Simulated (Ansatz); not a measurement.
**A computed series for hypothetical diamond Ga: pressure series**

Take Ga in the diamond structure (space group Fd-3m, No. 227; a = 5.758 Å; a hypothetical phase, not in the database extracts checked) as the base.

Cell and atoms are relaxed at each pressure.

Calculations: PBEsol (Ansatz, an electronic-structure program, PAW, no spin-orbit coupling).

| pressure (GPa) | volume per atom (Å³/atom) |
|---|---|
| -1 | 24.466 |
| 0 | 23.862 |
| 0.3 | 23.693 |
| 0.7 | 23.484 |
| 1.5 | 23.095 |
| 3 | ? |
| 5 | 21.736 |
| 7.5 | 20.979 |
| 10 | 20.349 |

Q: Fit the third-order Birch–Murnaghan form P(V) = (3B₀/2)[(V₀/V)^(7/3) − (V₀/V)^(5/3)]·[1 + (3/4)(B₀′ − 4)((V₀/V)^(2/3) − 1)] (squares taken in P) to the rows shown and predict the withheld row.

A: Least squares on the printed values gives V₀ = 23.860 Å³/atom, B₀ = 42.7 GPa, B₀′ = 4.8; this predicts 22.455 Å³/atom, and the run gives 22.460 Å³/atom, 0.005 higher.

Load acts through the strain it causes; cell and atoms are relaxed under it. Stability against distortions was not tested. Competing high-pressure phases were not computed.
